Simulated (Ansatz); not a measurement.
We consider fluorite NiSi2, described by PBE-D3(BJ) (Ansatz, a first-principles code, plane waves, PAW).

Numerical settings: plane-wave cutoff 520 eV, 18×18×18 k mesh, Fermi–Dirac smearing 0.05 eV, no spin polarisation, scalar-relativistic PAW data made under PBE.

Pressure at four volumes; x = ln(V/12.981 Å³). One pressure is withheld.

| V (Å³/atom) | x | P (GPa) |
|---|---|---|
| 12.202 | -0.0619 | 11.29 |
| 12.981 | 0.0000 | 0.01 |
| 13.500 | 0.0392 | -5.72 |
| 13.760 | 0.0583 | ? |

Question: Pass a parabola P(x) through the three rows shown, estimate the bulk modulus and its pressure derivative near zero pressure, and predict the withheld pressure.

Answer: Slopes between the rows: (0.01 − (11.29))/(0.0000 − (-0.0619)) = -182.23 and (-5.72 − (0.01))/(0.0392 − (0.0000)) = -146.17 GPa. Their difference over the span 0.1011 is c = 36.06/0.1011 = 356.7 GPa, so P(x) = 11.29 + (-182.23)(x − (-0.0619)) + 356.7 (x − (-0.0619))(x − (0.0000)). At the middle row B = −dP/dx = −[-182.23 + 356.7 × 0.0619] = 160.2 GPa, and B′ = dB/dP = 2c/B = 4.5. At x = 0.0583 the parabola gives -8.11 GPa; the run gives -8.14 GPa. The Birch–Murnaghan fit to the energies at all volumes has B0 = 159 GPa and B′ = 4.4.
